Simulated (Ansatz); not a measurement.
The starting structures come from a database of crystals and need not be the phases stable at ambient conditions.

# Evanescent states of K$_{3}$H$_{5}$Pt (P4/mbm, not sure to be the ambient phase, 18 atoms a cell, 16.7 Å³ an atom) along the normal of (110)

Calculation: r2SCAN (plane waves, PAW; Ansatz, a program for electronic structure).

The gap is the functional's own. No spin-orbit coupling. Mid-gap values are interpolated on the energy grid.

Energies count from the valence-band top; κ is the least over a 6×4 mesh across the current.

```csv
E (eV),κ (1/Å),where
0.09,0.175,off Γ
0.26,0.278,off Γ
0.42,0.334,off Γ
0.59,0.372,off Γ
0.77,0.379,Γ
0.94,___,Γ
1.10,0.379,Γ
1.27,___,Γ
1.45,0.372,Γ
1.61,___,Γ
1.78,___,Γ
1.96,___,Γ
2.12,___,Γ
2.29,___,Γ
2.46,___,Γ
2.63,0.288,Γ
2.81,0.265,Γ
2.98,0.236,Γ
3.15,0.197,Γ
3.31,0.137,Γ
```

Q: Complete the blanks.

A: 
- 0.94, κ (1/Å): 0.380
- 1.27, κ (1/Å): 0.377
- 1.61, κ (1/Å): 0.366
- 1.78, κ (1/Å): 0.358
- 1.96, κ (1/Å): 0.349
- 2.12, κ (1/Å): 0.337
- 2.29, κ (1/Å): 0.324
- 2.46, κ (1/Å): 0.307
